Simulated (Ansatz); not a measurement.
The starting structures come from a database of crystals and need not be the phases stable at ambient conditions.

 Where the default PAW files enter, the runs use the earlier of Ansatz's two default sets.

By LDA and PBEsol, the system below comes out a metal.

Here is the system:

```yaml
crystal:
  lattice:
    - [3.35453, 0.00000, 0.00000]
    - [0.00000, 5.47016, 0.00000]
    - [1.67727, 0.00000, 2.90511]
  atoms:
    - { symbol: Sb, position: [0.33333, 0.75000, 0.33333] }
    - { symbol: Sb, position: [0.66667, 0.25000, 0.66667] }
```

Space group of this cell: P6_3/mmc, hcp (Mg type). The cell is taken as given; by PBEsol its mean pressure is -1.3 GPa.

The current runs along the normal of the first two printed vectors, the (100) plane. All runs by Ansatz (an electronic-structure program), plane waves and PAW, without spin-orbit coupling; the base is PBEsol.

| run | mean pressure (GPa) | G/A, both spins (10¹⁵ S/m²) |
|---|---|---|
| base | -1.3 | 1.26 |
| all lengths scaled by 0.98 | 3.0 | 1.35 |
| all lengths scaled by 1.02 | -4.5 | 1.15 |
| lda in place of pbesol | -2.4 | 1.24 |
| lengths across the current scaled by 0.98, ions clamped | 1.4 | 1.28 |
| lengths across the current scaled by 1.02, ions clamped | -3.5 | ? |
| lengths along the current scaled by 0.97, ions clamped | 0.8 | ? |
| lengths along the current scaled by 1.03, ions clamped | -3.0 | ? |

Fill in the missing entries.


- lengths across the current scaled by 1.02, ions clamped, G/A, both spins (10¹⁵ S/m²): 1.20
- lengths along the current scaled by 0.97, ions clamped, G/A, both spins (10¹⁵ S/m²): 1.33
- lengths along the current scaled by 1.03, ions clamped, G/A, both spins (10¹⁵ S/m²): 1.18
